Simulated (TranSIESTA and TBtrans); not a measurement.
System: (CH2)8 held by thiolate S between the apex atoms of two Al(100) rods. Leads: fcc Al rod along [100], layers of 5 and 4 atoms, a = 4.04 Å. Geometry: as built, not relaxed. Transport runs along z; the first 18 and the last 18 of the 95 atoms are the lead cells, repeated to infinity.

```xyz
95
Lattice="14.998 0.000 0.000 0.000 14.998 0.000 0.000 0.000 44.785" Properties=species:S:1:pos:R:3 pbc="F F T"
Al     7.499     7.499     0.000
Al    10.356     7.499     0.000
Al     7.499    10.356     0.000
Al     4.642     7.499     0.000
Al     7.499     4.642     0.000
Al     8.927     8.927     2.020
Al     6.071     8.927     2.020
Al     8.927     6.071     2.020
Al     6.071     6.071     2.020
Al     7.499     7.499     4.040
Al    10.356     7.499     4.040
Al     7.499    10.356     4.040
Al     4.642     7.499     4.040
Al     7.499     4.642     4.040
Al     8.927     8.927     6.060
Al     6.071     8.927     6.060
Al     8.927     6.071     6.060
Al     6.071     6.071     6.060
Al     7.499     7.499     8.080
Al    10.356     7.499     8.080
Al     7.499    10.356     8.080
Al     4.642     7.499     8.080
Al     7.499     4.642     8.080
Al     8.927     8.927    10.100
Al     6.071     8.927    10.100
Al     8.927     6.071    10.100
Al     6.071     6.071    10.100
Al     7.499     7.499    12.120
Al    10.356     7.499    12.120
Al     7.499    10.356    12.120
Al     4.642     7.499    12.120
Al     7.499     4.642    12.120
Al     8.927     8.927    14.140
Al     6.071     8.927    14.140
Al     8.927     6.071    14.140
Al     6.071     6.071    14.140
Al     7.499     7.499    16.160
S      6.813     5.306    16.251
C      5.599     5.632    17.567
C      6.311     5.994    18.872
C      5.299     6.243    19.999
C      5.961     6.742    21.294
C      6.729     5.630    22.030
C      7.392     6.128    23.324
C      6.378     6.375    24.452
C      7.089     6.738    25.756
S      5.868     7.037    27.070
H      4.984     4.718    17.713
H      4.936     6.464    17.247
H      6.988     5.158    19.149
H      6.922     6.909    18.712
H      4.722     5.314    20.204
H      4.576     7.020    19.664
H      5.155     7.126    21.953
H      6.643     7.590    21.065
H      7.536     5.246    21.370
H      6.048     4.782    22.257
H      7.967     7.058    23.120
H      8.115     5.353    23.659
H      5.699     7.209    24.175
H      5.770     5.459    24.614
H      7.696     7.658    25.615
H      7.757     5.908    26.070
Al     7.499     7.499    28.625
Al     8.927     8.927    30.645
Al     6.071     8.927    30.645
Al     8.927     6.071    30.645
Al     6.071     6.071    30.645
Al     7.499     7.499    32.665
Al    10.356     7.499    32.665
Al     7.499    10.356    32.665
Al     4.642     7.499    32.665
Al     7.499     4.642    32.665
Al     8.927     8.927    34.685
Al     6.071     8.927    34.685
Al     8.927     6.071    34.685
Al     6.071     6.071    34.685
Al     7.499     7.499    36.705
Al    10.356     7.499    36.705
Al     7.499    10.356    36.705
Al     4.642     7.499    36.705
Al     7.499     4.642    36.705
Al     8.927     8.927    38.725
Al     6.071     8.927    38.725
Al     8.927     6.071    38.725
Al     6.071     6.071    38.725
Al     7.499     7.499    40.745
Al    10.356     7.499    40.745
Al     7.499    10.356    40.745
Al     4.642     7.499    40.745
Al     7.499     4.642    40.745
Al     8.927     8.927    42.765
Al     6.071     8.927    42.765
Al     8.927     6.071    42.765
Al     6.071     6.071    42.765
```

Run with TranSIESTA and TBtrans (open boundaries, self-consistent; PseudoDojo norm-conserving potentials, scalar-relativistic): PAO.BasisSize SZP, PAO.EnergyShift 0.15 eV, XC.Authors PBE, Mesh.Cutoff 150 Ry, ElectronicTemperature 300 K, TS.Voltage 0.0 eV, TBT.Elecs.Eta 0.001 eV, no spin polarisation.

Energies count from the leads' Fermi level. Transmissions are for one spin of a degenerate pair. The energy step is 0.02 eV; narrower resonances are cut or missed.

| E (eV) | T |
|---|---|
| -0.20 | 2.06e-6 |
| -0.16 | 1.74e-6 |
| -0.12 | 1.80e-6 |
| -0.08 | 2.01e-6 |
| -0.04 | 2.24e-6 |
| 0.00 | 2.41e-6 |
| 0.04 | 2.57e-6 |
| 0.08 | 3.94e-6 |
| 0.12 | 4.65e-6 |
| 0.16 | 5.18e-6 |
| 0.20 | 5.64e-6 |

Q: Give the zero-bias conductance in μS and the resistance at 300 K.

A: At the Fermi level T = 2.41e-6. Averaged with −∂f/∂E over the full grid (kT = 25.9 meV) it is 2.54e-6. With G0 = 2e²/h = 77.48 μS, G = 0.000197 μS and R = 1/G = 5080000 kΩ.

Q: Estimate the thermopower by Mott's formula S = −(π²/3)(kB²T/e) d ln T/dE from the rows at -0.04 and 0.04 eV.

A: d ln T/dE = 1.72 eV⁻¹ and (π²/3) kB²T/e = 7.33 μV/K · eV, so S = -13 μV/K; the full integral gives -28 μV/K, far from the estimate, as ln T isn't straight over a few kT. A negative sign means that T rises with energy over the thermal window.

Q: The eigenchannels at the Fermi level transmit 2.05e-6, 2.65e-7, 8.62e-8, 1.20e-8. What Fano factor of the shot noise follows at low temperature and bias?

A: F = Σ τ(1 − τ)/Σ τ = 2.41e-6/2.41e-6 = 1.00.

The leads' channel count changes near 0.03 eV, within the thermal window, so values at the Fermi level hang on where that band edge falls. The saturated backbone isn't all-trans: 2 of its torsions are gauche. Semilocal functionals put molecular levels too close to the Fermi level and tend to overestimate such conductances.
